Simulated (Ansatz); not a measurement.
**Cu in the fcc (Cu type) structure (space group Fm-3m, No. 225)**

```cif
data_Cu
_chemical_formula_sum 'Cu1'
_space_group_name_H-M_alt 'P 1'
_space_group_IT_number 1
_cell_length_a 2.51998
_cell_length_b 2.51998
_cell_length_c 2.51998
_cell_angle_alpha 60.000
_cell_angle_beta 60.000
_cell_angle_gamma 60.000
loop_
_space_group_symop_operation_xyz
  'x, y, z'
loop_
_atom_site_label
_atom_site_type_symbol
_atom_site_fract_x
_atom_site_fract_y
_atom_site_fract_z
_atom_site_occupancy
Cu1 Cu 0.00000 0.00000 0.00000 1
```

Calculations: PBEsol in Ansatz (plane waves to 420 eV, PAW, no SOC). Settings: 22×22×22 k-points, 0.05 eV Fermi–Dirac smearing.

Volume per atom: 11.32 Å³
Density: 9.33 g/cm³
Band gap: zero
Total energy: -6588.774 eV/atom (σ→0; compares only within this code and set-up)

No phonon test of stability was made. All final runs are without spin polarisation.

Ansatz is a quantum-chemistry and plane-wave program.
